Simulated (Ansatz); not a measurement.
The starting structures come from a database of crystals and need not be the phases stable at ambient conditions.

 Where the default PAW files enter, the runs use the earlier of Ansatz's two default sets.

Input:

```
CELL_PARAMETERS angstrom
      3.93022     0.00000     0.00000
     -1.96511     6.51678     0.00000
      1.96511     0.59257     3.35169
ATOMIC_POSITIONS crystal
  Ga 0.99511 0.99267 0.00244
  Ga 0.00499 0.50748 0.49751
  P  0.25005 0.87507 0.37498
  As 0.24986 0.37479 0.87507
```

Space group of this cell: R3m. The cell is taken as given.

The current runs along the normal of the first two printed vectors, the (101) plane. All runs by Ansatz (a program for electronic structure), plane waves and PAW, without spin-orbit coupling; the base is r2SCAN.

```csv
run,mean pressure (GPa),gap (eV),mid-gap κ (1/Å)
base,0.0,1.46,0.089
all lengths scaled by 0.98,5.5,?,?
all lengths scaled by 1.02,-4.1,?,?
lda in place of r2scan,-2.5,0.80,0.051
"lengths across the current scaled by 0.98, ions clamped",3.6,?,?
"lengths across the current scaled by 1.02, ions clamped",-2.9,1.13,0.071
"lengths along the current scaled by 0.97, ions clamped",2.7,1.35,0.097
"lengths along the current scaled by 1.03, ions clamped",-2.2,1.16,0.078
pbesol in place of r2scan,-0.4,0.93,0.060
```

Problem. What belongs in the gaps?

Solution. 
- all lengths scaled by 0.98, gap (eV): 1.59
- all lengths scaled by 0.98, mid-gap κ (1/Å): 0.107
- all lengths scaled by 1.02, gap (eV): 1.04
- all lengths scaled by 1.02, mid-gap κ (1/Å): 0.064
- lengths across the current scaled by 0.98, ions clamped, gap (eV): 1.53
- lengths across the current scaled by 0.98, ions clamped, mid-gap κ (1/Å): 0.103
